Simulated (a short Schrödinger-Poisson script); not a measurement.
Structure: gated In0.52Al0.48As/In0.53Ga0.47As δ-doped gas in a quantum well, at 20 K.

```
layer        material  thickness (nm)  Na (cm⁻³)
-----  --------------  --------------  ---------
1      In0.52Al0.48As              15          -
2      In0.52Al0.48As               5          -
3      In0.53Ga0.47As              10          -
4      In0.52Al0.48As            4000       5e15
```

The device is made up for the run: typed textbook-type constants, with dimensions and the other settings drawn at random. In0.52Al0.48As: permittivity 12.5, conduction-band edge (eV) 0.52, gap (eV) 1.45, electron mass (mₑ) 0.075, Nv at 300 K (cm⁻³) 1.1e19. In0.53Ga0.47As: permittivity 13.9, conduction-band edge (eV) 0, gap (eV) 0.74, Nv at 300 K (cm⁻³) 7.7e18.

Channel valleys (confinement mass, in-plane density-of-states mass, number): Γ 0.041, 0.041, 1. At the gate the conduction-band edge of layer 1 lies 0.65 eV − eVg above the Fermi level of the channel; the field vanishes at the back. Sheet of ionised δ-doping: +2.2e12 e/cm² at 15 nm from the gate. The barrier under the gate holds no holes. Gaps are held at their typed values at every temperature. Mesh 0.08 nm at interfaces.

From a short Schrödinger-Poisson script (our own, NumPy): 1D Poisson equation in equilibrium, electrons quantum, Hartree (BenDaniel-Duke, 40 states a valley, the channel's in-plane mass for all, wave functions free to enter the barrier), parabolic valleys, classical holes, full ionisation, no traps, pinning or gate leakage.

The same stack at other levels of the model or other numerical settings:

```
run                                                                  sheet density of all electrons at Vg = 0.4 V (cm⁻²)  sheet density of all electrons at Vg = -0.1 V (cm⁻²)  capacitance at Vg = 0.4 V (μF/cm²)  centroid of the channel electrons at Vg = 0.4 V (nm)  rough cost against the base
-------------------------------------------------------------------  ---------------------------------------------------  ----------------------------------------------------  ----------------------------------  ----------------------------------------------------  ---------------------------
base                                                                                                             1.57e12                                               2.74e11                               0.423                                                  4.14                      about 1
electrons treated as classical, Boltzmann                                                                        2.26e12                                               5.53e11                               0.549                                                  0.25                         0.03
electrons treated as classical, Fermi-Dirac                                                                      1.64e12                                               3.51e11                               0.428                                                  3.88                          0.1
electrons treated as quantum, Hartree plus LDA exchange-correlation                                              1.61e12                                               2.96e11                               0.427                                                  4.11                      about 1
mesh six times as coarse                                                                                         1.57e12                                               2.72e11                               0.423                                                  4.12                          0.3
one subband a valley                                                                                             1.57e12                                               2.74e11                               0.423                                                  4.14                          0.3
```

The classical rows ignore confinement, and Boltzmann statistics overrate the density once the band edge passes the Fermi level.
